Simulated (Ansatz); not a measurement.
We consider zinc-blende KF (model structure), described by r²SCAN in Ansatz (plane waves, PAW).

Numerical settings: plane-wave cutoff 500 eV, 10×10×10 k mesh, gaussian smearing 0.02 eV, scalar-relativistic PAW data made under PBE.

Cell (relaxed at this level):

```cif
data_FK
_chemical_formula_sum 'K1 F1'
_space_group_name_H-M_alt 'P 1'
_space_group_IT_number 1
_cell_length_a 4.15404
_cell_length_b 4.15404
_cell_length_c 4.15404
_cell_angle_alpha 60.000
_cell_angle_beta 60.000
_cell_angle_gamma 60.000
loop_
_space_group_symop_operation_xyz
  'x, y, z'
loop_
_atom_site_label
_atom_site_type_symbol
_atom_site_fract_x
_atom_site_fract_y
_atom_site_fract_z
_atom_site_occupancy
K1 K 0.00000 0.00000 0.00000 1
F1 F 0.25000 0.25000 0.25000 1
```

Predict the band gap.


* **band gap**: 5.75 eV (on the SCF k mesh)

Note: the relaxation could raise the start's symmetry but not lower it, so the cell can be a saddle point.

The computed numbers hold no vibrational or temperature effects.

A model structure was made by putting elements into a prototype or built by hand; it is no filed structure, need not be a known phase, and can be a saddle point held by its symmetry.

Ansatz is a quantum-chemistry and plane-wave program.
